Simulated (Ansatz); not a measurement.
**Effect of isotropic strain −2.20 % on BaO**

Base system: BaO in the rock salt structure (space group Fm-3m, No. 225; a = 5.573 Å).

Perturbation: every lattice vector is shortened by 2.20 %; the atoms relax in the strained cell.

The values are results of PBE (Ansatz, a program for electronic structure, PAW, without spin-orbit coupling), not measurements. Γ-centred 10×10×10 mesh, Fermi–Dirac width 0.05 eV.

* **Volume per atom**: 20.24 Å³ (base 21.64 Å³)
* **Energy relative to the base (free energy F)**: +22 meV/atom
* **Pressure**: 5.39 GPa (base 0.01 GPa)
* **Band gap**: 1.87 eV (base 2.10 eV)
* **Gap character**: direct at X (base direct at X)
* **Mean gap deformation potential ΔEg/Δln V**: +3.5 eV
* **Electron mass**: 1.2 mₑ along k, 0.38 mₑ across (at X) (base 1.2 mₑ along k, 0.40 mₑ across (at X))

Final structure:

```yaml
crystal:
  lattice:
    - [0.00000, 2.72541, 2.72541]
    - [2.72541, 0.00000, 2.72541]
    - [2.72541, 2.72541, 0.00000]
  atoms:
    - { symbol: O, position: [0.00000, 0.00000, 0.00000] }
    - { symbol: Ba, position: [0.50000, 0.50000, 0.50000] }
```

Cost of the whole job for the changed cell (relaxation, final SCF and bands): around 12 core-seconds (rough).

Masses are band curvatures over ±0.01 Å⁻¹ around the edge. Along k means along the line from Γ to the band edge. Whether these cells are dynamically stable was not tested.
